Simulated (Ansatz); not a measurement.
## Rh: energy against volume

Rh (fcc, Fm-3m, 13.223 Å³/atom and stress up to 0.01 GPa in the relaxed cell, cube axes along x, y and z) under hydrostatic pressure, with the cell free. LDA in Ansatz, a plane-wave DFT program (PAW, default set), 420 eV, 21×21×21 Γ-centred mesh, Fermi-Dirac smearing 0.05 eV.

Here V stands for volume and E for E less E0.

```csv
volume (Å³/atom),E less E0 (meV/atom),pressure (GPa)
13.3077,0.59,-2.00
13.2648,0.15,-1.00
13.2227,0.00,0.00
13.1858,0.08,0.89
13.1373,0.50,2.09
13.0432,2.36,4.50
12.8773,9.19,8.99
12.6740,24.22,14.99
12.2352,?,?
```

**Question.** Fit E against V with the third-order Birch-Murnaghan form, a cubic in V^(-2/3), and predict the withheld value at V = 12.2352.

**Answer.** With u = V^(-2/3) - 0.1801, the rows have u = -0.0020270, -0.0016433, -0.0012647, -0.0009312, -0.0004905, 0.0003723, 0.0019190, 0.0038603. Least squares gives E = 1.386 + 2267.5·u + 930960·u² + 3606850·u³. Residuals (row less fit): 0.005, -0.008, 0.000, 0.001, 0.003, 0.001, -0.001, 0.000; standard error 0.005 (degrees of freedom: 4). Its minimum lies at u = -0.0012266, so V0 = (0.1788734)^(-3/2) = 13.22. There d²E/du² = 1835000 and d³E/du³ = 2.164e7, so B0 = (4/9) × 13.22^(-7/3) × 1835000 × 0.160218 = 316 GPa (the last factor turns the table's units into GPa), and B0' = 4 + (2/3) × 0.1788734 × (2.164e7)/1835000 = 5.4. B0' rests on the cubic coefficient alone and has a standard error of 0.1 from these residuals. At the withheld row, u = 0.0082328, so E = 1.386 + 2267.5 × 0.0082328 + 930960 × 0.0082328² + 3606850 × 0.0082328³ = 85.166 meV/atom. The calculation gives 84.83 meV/atom, 0.336 meV/atom below the prediction (0.4 % of the range of E in the table). The row lies outside the fitted rows, so this is an extrapolation. The scatter of the fitted rows lies at the last printed digit.

In a metal these values are sensitive to mesh and smearing; energies are taken to zero smearing, stresses follow the free energy. The runs aren't spin-polarised. Other structures, which can take over under pressure, weren't tried. The same form fitted to the pressure column gives B0' = 5.1; series where the two differ by over 0.4 aren't shown. Rows are the converged runs of the series near zero and its far end, less any whose ions stayed unrelaxed beside relaxed ones; series whose fitted rows scatter by over a few per cent of the range, as at a crossing or softening among them, aren't shown in this form.
